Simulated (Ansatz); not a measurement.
We consider ZnSnO3 (R3c, No. 161, 10 atoms in the cell; start mp-13334), described by HSE06 in Ansatz (plane waves, PAW).

Settings: plane-wave cutoff 500 eV, 6×6×6 k mesh, gaussian smearing 0.02 eV, scalar-relativistic PAW data made under PBE.

Cell (relaxed with PBEsol):

SnZnO$_{3}$ is taken in the trigonal space group R3c, hexagonal axes (No. 161), Pearson symbol hR10. Lattice parameters: a = b = 5.278 Å, c = 14.012 Å, α = β = 90.00°, γ = 120.00°. Zn on 6a sees 3 O at 1.993 Å and 3 O at 2.314 Å. Sn on 6a is coordinated by 6 O at 2.049–2.110 Å (octahedral). O on 18b has 1 Zn at 1.993 Å and 1 Zn at 2.314 Å and 2 Sn at 2.049–2.110 Å. (Neighbours: up to the widest gap in distance over summed covalent radii, below 1.35, at either atom; cation-cation and far metal-metal contacts left out.)
(The calculation used a cell of 10 atoms; values per cell refer to that cell.)

**Question.** Estimate the band gap that the calculation returns.

**Answer.** 
- band gap = 3.06 eV (on the SCF k mesh)

Note: cell and atoms aren't relaxed at this level (pressure -1.4 GPa).

Spin–orbit coupling is not included.

A start named mp-… is a Materials Project structure, which need not be a measured phase.

Ansatz is an electronic-structure program.
